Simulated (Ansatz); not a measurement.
We look at the surface energy of the Si(111) slab with 2 F, the mean of its two faces, with the listed reservoirs for the atoms in excess. Reaction: 8 Si (diamond) + F2 (gas) → cell A.

Cell A: a slab of Si (diamond, Fd-3m) cut along (111), 10 atoms, hexagonal cell of 3.87 Å (13.0 Å²), symmetry P-3m1 within 0.02 Å, 13.4 Å thick under 16 Å of vacuum, in-plane vectors held at the crystal's; planes from bottom to top: F | Si × 8 | F; added, foreign or displaced atoms, above the top plane and below the bottom plane: two times F bound to 1 Si at 1.62 Å; spin state with PBE: run without spin, k-point mesh 9×9×1.
```yaml
crystal:
  lattice:
    - [3.86767, 0.00000, 0.00000]
    - [1.93383, 3.34950, 0.00000]
    - [0.00000, 0.00000, 29.50684]
  atoms:
    - { symbol: Si, position: [0.33333, 0.33333, 0.32725] }
    - { symbol: Si, position: [0.66667, 0.66667, 0.35291] }
    - { symbol: Si, position: [0.66667, 0.66667, 0.43318] }
    - { symbol: Si, position: [0.00000, 0.00000, 0.45990] }
    - { symbol: Si, position: [0.00000, 0.00000, 0.54010] }
    - { symbol: Si, position: [0.33333, 0.33333, 0.56682] }
    - { symbol: Si, position: [0.33333, 0.33333, 0.64709] }
    - { symbol: Si, position: [0.66667, 0.66667, 0.67275] }
    - { symbol: F, position: [0.33333, 0.33333, 0.27230] }
    - { symbol: F, position: [0.66667, 0.66667, 0.72770] }
```

Reference: Si (diamond, Fd-3m), 2 atoms in the cell, the relaxed perfect crystal repeated, atoms not moved again, k-point mesh 9×9×9 on the run's own vectors.

Reference: an isolated F2 molecule (singlet) in a box of 11 × 11 × 13 Å.

Plane-wave PAW calculations with Ansatz (an electronic-structure program), its PAW set soft_1, cutoff 420 eV. The structures are at rest with PBE, within the held lattices; other levels are single points on them. HSE06 runs on coarser k-point meshes, mended by the PBE difference between the two meshes. Neutral cells; Fermi-Dirac smearing of at most 0.05 eV in the solids, energies taken to zero width. The lattices are those relaxed with PBE, so at other levels the solids can be strained. A dispersion term (D3(BJ), or D4 for r2SCAN) was computed beside these levels and is taken off wherever the name lacks it. Space groups of crystals are read within 0.01 Å. No zero-point or thermal terms. Cells are local rest points, mostly with their start's symmetry. Values are for these cell sizes. Cell A has symmetry P-3m1 within 0.02 Å and got no random move, so less symmetric positions, which may lie lower, weren't tried.

Problem. What is the computed value (HSE06)?

Solution. -4.46 J/m², for 8 Si (diamond) + F2 (gas) → cell A.
